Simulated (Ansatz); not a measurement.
**Step by step: formation energy of Ag_W in W (bcc, Im-3m)**

This concerns the formation energy of Ag_W in W (bcc, Im-3m). Reaction: 63 W (bcc) + Ag (fcc) → cell A.

A: a supercell of 64 sites of W (bcc, Im-3m) with Ag on a W site (8 W at 2.80 Å); spin state with PBE: run without spin.

Ansatz (an electronic-structure program) with PAW potentials; structures come from PBE relaxations, nuclei static, no net charge. Ansatz runs with its default PAW set. Other levels take these structures. The lattices are those relaxed with PBE, so at other levels the solids can be strained. Larger cells are relaxed from a start prepared with the learned potential CHGNet, on a coarser mesh till forces fall under 0.03 eV/Å, which some starts already meet. A dispersion term (D3(BJ), or D4 for r2SCAN) was computed beside these levels and is taken off wherever the name lacks it. Spin-orbit coupling is left out. Mesh and cell size may move defect energies by 0.1 eV or more. Cell A has symmetry Im-3m within 0.02 Å and got no random move, so less symmetric positions, which may lie lower, weren't tried.

Total energies of the cells in eV, at zero smearing width. They compare only within one column; the weights balance every element.

```json
[
 {"cell": "A: W:Ag_W", "atoms": "64", "weight": "+1", "r2SCAN": "-662631.17467"},
 {"cell": "W (bcc)", "atoms": "64", "weight": "−63/64", "r2SCAN": "-665427.10885"},
 {"cell": "Ag (fcc)", "atoms": "1", "weight": "−1", "r2SCAN": "-7603.94022"}
]
```

r2SCAN: (-662631.17467) − 63/64 × (-665427.10885) − (-7603.94022) = 2.576 eV.

What follows from the r2SCAN value: With the reservoirs of the reaction as written, and without entropy terms or charged states, the share of sites that hold the defect in equilibrium is exp(−2.58 eV/k_BT) = 9.9×10^-14 at 1000 K.
